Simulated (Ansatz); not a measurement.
A computed series for GaN: response to strain

The reference is GaN in the zinc blende structure (space group F-43m, No. 216; a = 4.4981 Å). Axes: x, y, z lie along the cube axes.

Strains are applied to the cell and any free atomic positions relax.

Computed with PBEsol/PAW in Ansatz (a first-principles code), scalar-relativistic without spin-orbit coupling.

Candidates:
(a) tensor shear ε_xy = +0.86 %
(b) tensor shear ε_xy = +0.29 %
(c) tensor shear ε_xy = +2.00 %
(d) tensor shear ε_xy = +0.57 %

For the base:

The band gap is 1.70 eV.

Order them by band gap, lowest first.

(c) tensor shear ε_xy = +2.00 % (1.53 eV), (a) tensor shear ε_xy = +0.86 % (1.64 eV), (d) tensor shear ε_xy = +0.57 % (1.66 eV), (b) tensor shear ε_xy = +0.29 % (1.68 eV)

Stability against distortions was not tested. This is not the structure that GaN has at room temperature and ambient pressure.
